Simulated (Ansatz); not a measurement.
Consider these faces of antifluorite Mg2Si, relaxed from ideal cuts in 1x1 cells: (110), (111), (211).

Method: PBE (plane waves to 420 eV, PAW; Ansatz, a first-principles code).

### Question
Order them by surface energy (lowest first) at the level PBE.

### Answer
(111) (0.58 J/m²), (110) (0.79 J/m²), (211) (1.02 J/m²)
